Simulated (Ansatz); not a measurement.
Consider Ag in the fcc (Cu type) structure (space group Fm-3m, No. 225; a = 4.104 Å; relaxed with 0.1 eV smearing). Axes: x, y, z lie along the cube axes.

Calculations: r2SCAN in Ansatz (plane waves to 500 eV, PAW, spin-orbit coupling left out).

Before the change:

The volume per atom comes out as 17.28 Å³.

It is then changed as follows: biaxial strain −0.83 %, plane normal [111], relaxed out of plane (Cartesian); in-plane vectors clamped, the third vector and the atoms free.

Problem. Predict the new in-plane stress and volume per atom.

Solution. The mean in-plane stress (compression positive) comes out as +1.5 GPa; the volume per atom shrinks by 0.16 Å³ to 17.12 Å³.

Whether these cells are dynamically stable was not tested.

Ansatz is a quantum-chemistry and plane-wave program.
